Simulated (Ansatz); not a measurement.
# MoSe2 under a change: pressure 30 GPa

Consider MoSe2 in the 2H-MoS2 type structure (space group P6_3/mmc, No. 194; a = 3.277 Å, c = 12.732 Å; layered, stacked along the Cartesian z axis).

Perturbation: a hydrostatic pressure of 30 GPa.

The values are results of PBE-D3(BJ) (Ansatz, a first-principles code), no SOC, not measurements. k-mesh 12×12×3 (Γ-centred); smearing 0.05 eV (Fermi–Dirac).

```tsv
quantity	base	changed	shift
volume per atom	19.74 Å³	15.39 Å³	-4.35 Å³
density	7.12 g/cm³	9.13 g/cm³	+2.01 g/cm³
lattice parameter a	3.277 Å	3.055 Å	-0.222 Å
c/a ratio	3.885	3.739	-0.146
shortest interatomic distance	2.526 Å	2.445 Å	-0.0817 Å
band gap	0.74 eV	zero	–
```

Final structure:

```
CELL_PARAMETERS angstrom
      3.05506     0.00000     0.00000
     -1.52753     2.64576     0.00000
      0.00000     0.00000    11.42389
ATOMIC_POSITIONS crystal
  Mo 0.33333 0.66667 0.25000
  Mo 0.66667 0.33333 0.75000
  Se 0.33333 0.66667 0.60183
  Se 0.66667 0.33333 0.10183
  Se 0.66667 0.33333 0.39817
  Se 0.33333 0.66667 0.89817
```

Cost of the whole job for the changed cell (relaxation, final SCF and bands): very roughly 50 core-seconds.

A case with no gap was solved on a k-mesh chosen for an insulator, which is coarse for it. Load acts through the strain it causes; cell and atoms are relaxed under it. Stability against distortions was not tested. Competing high-pressure phases were not computed. All final runs are without spin polarisation. A zero or small gap of MoSe2 under pressure 30 GPa can be the functional's error rather than a property of the material.
